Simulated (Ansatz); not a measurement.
## SnTe, response to strain

Start from SnTe in the rock salt structure (space group Fm-3m, No. 225; a = 6.370 Å). Axes: x, y, z lie along the cube axes.

Strains are applied to the cell and any free atomic positions relax.

Level of theory: plane-wave PAW DFT at the r2SCAN level (Ansatz, a program for electronic structure, 500 eV), no spin-orbit coupling.

Notes on the quantities. energy relative to the base: free energy F; pressure: mean of the normal stresses, compression positive.

```json
[
 {"case": "base", "band gap": "0.13 eV", "volume per atom": "32.30 Å³", "energy relative to the base": "0 meV/atom", "pressure": "0.0 kbar"},
 {"case": "uniaxial strain ε_zz = +0.50 %", "band gap": "[?]", "volume per atom": "32.47 Å³", "energy relative to the base": "[?]", "pressure": "[?]"},
 {"case": "uniaxial strain ε_zz = +1.00 %", "band gap": "0.15 eV", "volume per atom": "32.63 Å³", "energy relative to the base": "+1.2 meV/atom", "pressure": "-4.2 kbar"},
 {"case": "uniaxial strain ε_zz = +1.50 %", "band gap": "0.16 eV", "volume per atom": "32.79 Å³", "energy relative to the base": "+2.7 meV/atom", "pressure": "-6.1 kbar"},
 {"case": "uniaxial strain ε_zz = +2.00 %", "band gap": "0.16 eV", "volume per atom": "32.95 Å³", "energy relative to the base": "+4.7 meV/atom", "pressure": "-7.9 kbar"},
 {"case": "uniaxial strain ε_zz = +2.50 %", "band gap": "0.15 eV", "volume per atom": "33.11 Å³", "energy relative to the base": "+7.2 meV/atom", "pressure": "-9.5 kbar"},
 {"case": "uniaxial strain ε_zz = +3.00 %", "band gap": "0.15 eV", "volume per atom": "33.27 Å³", "energy relative to the base": "+10 meV/atom", "pressure": "-11.1 kbar"}
]
```

Some entries are withheld; estimate them.


- uniaxial strain ε_zz = +0.50 %, band gap: 0.14 eV
- uniaxial strain ε_zz = +0.50 %, energy relative to the base: +0.3 meV/atom
- uniaxial strain ε_zz = +0.50 %, pressure: -2.1 kbar

Spin-orbit coupling, missing from the scalar runs, can matter with Te. Whether these cells are dynamically stable was not tested. A zero or small gap of SnTe can be the functional's error rather than a property of the material.
